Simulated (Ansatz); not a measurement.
The reference is TiO$_{2}$ in the rutile structure (space group P4_2/mnm, No. 136).

```
CELL_PARAMETERS angstrom
      4.59159     0.00000     0.00000
      0.00000     4.59159     0.00000
      0.00000     0.00000     2.93910
ATOMIC_POSITIONS crystal
  Ti 0.00000 0.00000 0.00000
  Ti 0.50000 0.50000 0.50000
  O  0.30442 0.30442 0.00000
  O  0.80442 0.19558 0.50000
  O  0.19558 0.80442 0.50000
  O  0.69558 0.69558 0.00000
```

Cartesian axes are those of the cell as printed.

Calculations: Kohn–Sham DFT with the PBEsol functional, run in Ansatz (a quantum-chemistry and plane-wave program) with PAW and 420 eV plane waves, spin-orbit coupling left out, earlier PAW set.

Perturbation: an isotropic linear strain of −2.43 %; the atoms relax in the strained cell.

### Question
Predict the stress tensor and what it implies for the stiffness.

### Answer
Stress of the strained cell less that of the base (GPa, compression positive):
```
  18.87    0.00    0.00
   0.00   18.87    0.00
   0.00    0.00   23.38
```

Then B = −ΔP/(ΔV/V₀) with ΔV/V₀ = -0.0711 gives secant stiffness values (nonlinear terms included at this strain): B (at held cell shape, above the free-shape value) ≈ 286 GPa.

As a check, the harmonic strain energy −½ V₀ Δσ:ε is 48 meV/atom; the computed energy rise is 44 meV/atom.

Whether these cells are dynamically stable was not tested. All final runs are without spin polarisation.
